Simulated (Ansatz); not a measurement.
Given:

```xyz
5
Lattice="5.6653 0.0000 0.0000 0.0000 5.6653 0.0000 0.0000 0.0000 5.6653" Properties=species:S:1:pos:R:3 pbc="T T T"
Cs     0.0000     0.0000     0.0000
Pb     2.8327     2.8327     2.8327
Br     0.0000     2.8327     2.8327
Br     2.8327     2.8327     0.0000
Br     2.8327     0.0000     2.8327
```

No spin polarisation.

Calculations: PBEsol (Ansatz, a program for electronic structure; PAW; 420 eV plane waves; spin-orbit coupling left out), earlier PAW set. Settings: 6×6×6 k-points, 0.05 eV Fermi–Dirac smearing.

Predict the band gap and hole mass.


* **Band gap**: 0.93 eV
* **Hole mass**: 0.080 mₑ (at R)

Spin-orbit coupling, missing from the scalar runs, can matter with Pb. Load acts through the strain it causes; cell and atoms are relaxed under it. Effective masses come from finite differences of ±0.01 Å⁻¹. Stability against distortions was not tested. The cell was made from CsPbBr$_{3}$ in the cubic perovskite structure (space group Pm-3m, No. 221) by this change: pressure 3 GPa. Many cubic perovskites are stable only at high temperature; tilts and polar distortions were not tested. This is not the structure that CsPbBr3 has at room temperature and ambient pressure.
